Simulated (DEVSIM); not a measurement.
System: GaAs p-i-n diode, at 300 K.

```
layer (left to right)  material  thickness (μm)  Nd (cm⁻³)  Na (cm⁻³)  τn (s)  τp (s)
---------------------  --------  --------------  ---------  ---------  ------  ------
1                          GaAs           0.150          -     2.8e17  1.7e-8  1.7e-8
2                          GaAs            4.30     3.8e13          -  1.7e-8  1.7e-8
3                          GaAs            2.00       2e17          -  1.7e-8  1.7e-8
```

Left contact: ohmic. Right contact: ohmic. Voltage is applied to the left contact. Recombination: SRH at mid-gap, Auger. Mobility is μmin + (μ − μmin)/(1 + (N/Nref)^α).

The device is made up for the run: typed textbook-type constants, with dimensions and the other settings drawn at random. Values at 300 K.

| parameter | GaAs |
|---|---|
| gap (eV) | 1.424 |
| affinity (eV) | 4.07 |
| permittivity | 12.9 |
| Nc (cm⁻³) | 4.7e17 |
| Nv (cm⁻³) | 9e18 |
| μn (cm²/Vs) | 8500 |
| μp (cm²/Vs) | 400 |
| μn,min | 500 |
| μp,min | 20 |
| Nref,n | 6e16 |
| Nref,p | 1.5e17 |
| αn | 0.39 |
| αp | 0.38 |
| Cn (cm⁶/s) | 1e-30 |
| Cp (cm⁶/s) | 1e-30 |

Model (solved in DEVSIM): 1D drift-diffusion, Boltzmann statistics, complete ionisation; no tunnelling, impact ionisation, image-force lowering or self-heating.

The minority lifetime in layer 2 was swept, all else fixed.

| minority lifetime in layer 2 (s) | dark forward voltage at 1 A/cm² (V) |
|---|---|
| 5.1e-10 | 0.953 |
| 1.7e-9 | 0.957 |
| 5.1e-9 | ? |
| 1.7e-8 | 0.974 |
| 5.1e-8 | 0.985 |
| 1.7e-7 | 0.993 |
| 5.1e-7 | 0.997 |

Question: Complete the blanks.

Answer: 
- 5.1e-9, dark forward voltage at 1 A/cm² (V): 0.963
